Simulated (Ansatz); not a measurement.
## Effective masses and thermopower of InP (F-43m)

Given:

```
InP
1.0
    0.00000     2.93899     2.93899
    2.93899     0.00000     2.93899
    2.93899     2.93899     0.00000
In P
1 1
Direct
  0.00000   0.00000   0.00000
  0.25000   0.25000   0.25000
```

Method: HSE06, rigid bands (plane waves, PAW, scalar-relativistic; Ansatz, a program for electronic structure). Geometry: cell and atoms relaxed with PBEsol.

| Quantity | Value |
|---|---|
| band gap | 1.45 eV |
| electron conductivity mass (300 K, dilute) | 0.095 mₑ |
| effective density of states N_c (300 K) | 7.0e17 cm⁻³ |
| density-of-states mass, electrons | 0.092 mₑ |
| Seebeck coefficient, n-type 1e19 cm⁻³, 300 K | -61 μV/K |

Rigid bands; masses and Seebeck coefficients take one relaxation time τ for all states and one kind of carrier; polarons and phonon drag are left out. Spin-orbit coupling is left out. Geometry: cell and atoms relaxed with PBEsol.
